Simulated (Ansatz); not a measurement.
## NaCl: isotropic strain −0.50 %

Take NaCl in the rock salt structure (space group Fm-3m, No. 225; a = 5.6015 Å) as the base.

Modification: the cell is scaled by 0.9950 in all directions, atoms relaxed at fixed cell.

Level of theory: PBEsol (Ansatz, a first-principles code; PAW; 420 eV plane waves; no SOC). Γ-centred 10×10×10 mesh, Fermi–Dirac width 0.05 eV.

- Volume per atom: 21.64 Å³ (base 21.97 Å³)
- Space group: Fm-3m (No. 225) (base Fm-3m (No. 225))
- Shortest interatomic distance: 5.266 bohr (base 5.293 bohr)
- Energy relative to the base (free energy F): +0.4 meV/atom
- Pressure: 0.41 GPa (base 0.01 GPa)
- Band gap: 5.07 eV (base 5.01 eV)
- Gap character: direct at Γ (base direct at Γ)
- Mean gap deformation potential ΔEg/Δln V: -3.8 eV
- Width of the top valence band: 0.82 eV (base 0.80 eV)
- Electron mass: 0.39 mₑ (at Γ) (base 0.39 mₑ (at Γ))

Final structure:

```xyz
2
Lattice="0.0000 2.7867 2.7867 2.7867 0.0000 2.7867 2.7867 2.7867 0.0000" Properties=species:S:1:pos:R:3 pbc="T T T"
Na     0.0000     0.0000     0.0000
Cl     2.7867     2.7867     2.7867
```

Effective masses come from finite differences of ±0.01 Å⁻¹. No phonon test of stability was made.
